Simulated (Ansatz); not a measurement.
Results of PBEsol (Ansatz, a quantum-chemistry and plane-wave program, plane waves, PAW) for TlO₃I (R3m, No. 160, 5 atoms in the cell; start mp-22981).

Run with plane-wave cutoff 500 eV, 10×10×10 k mesh, Fermi–Dirac smearing 0.05 eV, scalar-relativistic PAW data made under PBE.

Cell (relaxed at this level):

```xyz
5
Lattice="3.1082 1.7945 2.6447 -3.1082 1.7945 2.6447 0.0000 -3.5891 2.6447" Properties=species:S:1:pos:R:3 pbc="T T T"
Tl     0.0000     0.0000     0.0727
I      0.0000     0.0000     3.9708
O      1.4050     0.8112     4.8346
O     -1.4050     0.8112     4.8346
O      0.0000    -1.6223     4.8346
```

Q: Predict the band gap.

A: 
- band gap = 2.33 eV (on the SCF k mesh)

Note: the relaxation could not lower the start's symmetry, so the cell can be a saddle point above a distorted one.

Spin–orbit coupling is not included; with these elements it can move the gap by several tenths of an eV or more.

Cost on a shared machine: very roughly 110 core-seconds.

A start named mp-… is a Materials Project structure, which need not be a measured phase.
